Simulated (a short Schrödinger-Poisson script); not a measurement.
Structure: gated Al0.33Ga0.67N/GaN polarisation-induced gas, at 77 K.

```
layer       material  thickness (nm)  Na (cm⁻³)
-----  -------------  --------------  ---------
1      Al0.33Ga0.67N              25          -
2                GaN            6000       5e14
```

Constants are typed, rounded textbook-type inputs, not results; the design itself was drawn at random and stands for no fabricated device. Al0.33Ga0.67N: permittivity 9.3, conduction-band edge (eV) 0.462, gap (eV) 4.09, electron mass (mₑ) 0.24, Nv at 300 K (cm⁻³) 4.6e19. GaN: permittivity 9.5, conduction-band edge (eV) 0, gap (eV) 3.43, Nv at 300 K (cm⁻³) 4.6e19.

Channel valleys (confinement mass, in-plane density-of-states mass, number): Γ 0.2, 0.2, 1. At the gate the conduction-band edge of layer 1 lies 1.27 eV − eVg above the Fermi level of the channel; the field vanishes at the back. Sheet of polarisation charge: +1.6e13 e/cm² at 25 nm from the gate. The barrier under the gate holds no holes. Gaps are held at their typed values at every temperature. Mesh 0.08 nm at interfaces.

Solved with a short Schrödinger-Poisson script written for these runs: 1D Poisson equation in equilibrium, electrons quantum, Hartree (BenDaniel-Duke, 40 states a valley, the channel's in-plane mass for all, wave functions free to enter the barrier), parabolic valleys, classical holes, full ionisation, no traps, pinning or gate leakage.

The same stack at other levels of the model or other numerical settings:

| run | sheet density of all electrons at Vg = 0.5 V (cm⁻²) | sheet density of all electrons at Vg = -4 V (cm⁻²) | capacitance at Vg = 0.5 V (μF/cm²) | centroid of the channel electrons at Vg = 0.5 V (nm) | rough cost against the base |
|---|---|---|---|---|---|
| base | 1.44e13 | 5.47e12 | 0.321 | 1.71 | about 1 |
| electrons treated as classical, Boltzmann | 1.51e13 | 5.87e12 | 0.328 | 0.24 | 0.01 |
| electrons treated as classical, Fermi-Dirac | 1.43e13 | 5.55e12 | 0.314 | 1.50 | 0.08 |
| electrons treated as quantum, Hartree plus LDA exchange-correlation | 1.45e13 | 5.55e12 | 0.321 | 1.56 | 2 |
| mesh six times as coarse | 1.43e13 | 5.47e12 | 0.321 | 1.64 | 0.2 |
| one subband a valley | 1.43e13 | 5.47e12 | 0.319 | 1.38 | 0.4 |

The classical rows ignore confinement, and Boltzmann statistics overrate the density once the band edge passes the Fermi level.
